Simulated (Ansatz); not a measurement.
GaN: pressure series

The parent structure is GaN in the zinc blende structure (space group F-43m, No. 216; a = 4.4981 Å).

Cell and atoms are relaxed at each pressure.

Calculations: Ansatz (a program for electronic structure) PBEsol, scalar-relativistic without spin-orbit coupling.

| pressure (GPa) | band gap (eV) |
|---|---|
| -2 | 1.63 |
| -1 | 1.67 |
| 0 | 1.70 |
| 0.9 | 1.73 |
| 2.1 | 1.77 |
| 4.5 | ? |
| 9 | 1.98 |
| 15 | 2.14 |

Problem. Fit E_g = E₀ + αP + βP² to the rows shown and predict the withheld row.

Solution. Least squares on the printed values gives E₀ = 1.70 eV, α = 33.7 meV/GPa, β = -0.29 meV/GPa² (largest residual 0.00 eV); this predicts 1.85 eV, and the run gives 1.84 eV, in agreement.

Load acts through the strain it causes; cell and atoms are relaxed under it. Stability against distortions was not tested. Tetrahedral semiconductors of this kind turn to denser phases somewhere between about 1 and 50 GPa; those were not computed, so compressed cells here can lie past the real transition. This is not the structure that GaN has at room temperature and ambient pressure.
